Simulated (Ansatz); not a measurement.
The reference is Pb in the fcc (Cu type) structure (space group Fm-3m, No. 225; a = 4.931 Å).

Perturbation: full substitution Pb → Au; the structure is relaxed again.

Levels (all Ansatz, a quantum-chemistry and plane-wave program, PAW): PBEsol (420 eV, spin-orbit coupling left out); r2SCAN (500 eV, no spin-orbit coupling).

The geometry is relaxed with PBEsol.

| Property | Result |
|---|---|
| PBEsol pressure | 0.0 GPa |

Problem. Predict the pressure from r2SCAN.

Solution. The pressure goes from zero to 5.1 GPa.

Single points use the geometry relaxed with PBEsol. Their cutoffs differ, which shifts pressures a little. No phonon test of stability was made.
